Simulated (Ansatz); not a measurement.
We consider Cu₃Al (Pm-3m, No. 221, 4 atoms in the cell; start mp-1008555), described by r²SCAN (Ansatz, a program for electronic structure, plane waves, PAW).

Numerical settings: plane-wave cutoff 560 eV, 16×16×16 k mesh, Fermi–Dirac smearing 0.05 eV, no spin polarisation, scalar-relativistic PAW data made under PBE.

Cell (relaxed at this level):

```cif
data_AlCu3
_chemical_formula_sum 'Al1 Cu3'
_space_group_name_H-M_alt 'P 1'
_space_group_IT_number 1
_cell_length_a 3.64168
_cell_length_b 3.64168
_cell_length_c 3.64168
_cell_angle_alpha 90.000
_cell_angle_beta 90.000
_cell_angle_gamma 90.000
loop_
_space_group_symop_operation_xyz
  'x, y, z'
loop_
_atom_site_label
_atom_site_type_symbol
_atom_site_fract_x
_atom_site_fract_y
_atom_site_fract_z
_atom_site_occupancy
Al1 Al 0.00000 0.00000 0.00000 1
Cu1 Cu 0.50000 0.50000 0.00000 1
Cu2 Cu 0.00000 0.50000 0.50000 1
Cu3 Cu 0.50000 0.00000 0.50000 1
```

Problem. What does this level give for the bulk modulus B0?

Solution. 
bulk modulus B0: 151 GPa

Note: the run has no spin polarisation, so it can have missed a magnetic state; the bulk modulus is −V dP/dV from two relaxed cells at ±2 % in volume; the relaxation could not lower the start's symmetry, so the cell can be a saddle point above a distorted one.

Static lattice: no zero-point or thermal effects.

The result took around 60 core-seconds (rough).

A start named mp-… is a Materials Project structure, which need not be a measured phase.
